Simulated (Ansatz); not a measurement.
## KMgF3: stress against strain

KMgF3 (cubic perovskite, Pm-3m, 12.717 Å³/atom at rest) under an equal strain ε in the (001) plane with the normal axis free, as in a coherent film. PBEsol in Ansatz, a plane-wave DFT program (PAW, default set), 420 eV, 8×8×8 Γ-centred mesh, Fermi-Dirac smearing 0.05 eV; ions are relaxed within the symmetry of each cell. Stress is positive for a compressed cell.

Here s stands for strain and y for stress xx.

| strain (%) | stress xx (GPa) |
|---|---|
| -1.20 | 1.99 |
| -0.60 | 0.97 |
| 0.00 | 0.01 |
| 0.60 | -0.90 |
| 1.20 | -1.74 |
| 3.00 | ? |

The 5 complete rows are fitted with a straight line, y against s. Means: s 0, y 0.066. About the means, the sum of products is -5.5980 and the sum of squares of s is 3.6000; the slope is their ratio. Least squares gives y = 0.066 - 1.5550·s. Residuals (row less fit): 0.058, -0.029, -0.056, -0.033, 0.060; standard error 0.063 (degrees of freedom: 3). The slope gives the biaxial elastic modulus of this plane = 156 ± 3 GPa.

### Question
Estimate the missing y (s = 3.00); what did the run itself give?

### Answer
y = 0.066 - 1.5550 × 3.0 = -4.599 GPa. The calculation gives -3.95 GPa, 0.649 GPa above the prediction (10.9 % of the range of y in the table). The row lies outside the fitted rows, so this is an extrapolation. From the scatter of the fitted rows alone, a prediction at this place has a standard error of 0.122 GPa, so the miss is 5.3 times that.

One order more, fitted to all 11 runs of the series, follows each within 0.02, so the miss is the next term of a smooth law. The primitive cell can neither tilt nor turn polar against its symmetry, as such crystals can under strain. Rows are the converged runs of the series near zero and its far end; series whose fitted rows scatter by over a few per cent of the range, as at a crossing or softening among them, aren't shown in this form. Most that stay on the fit to the last digits aren't either.
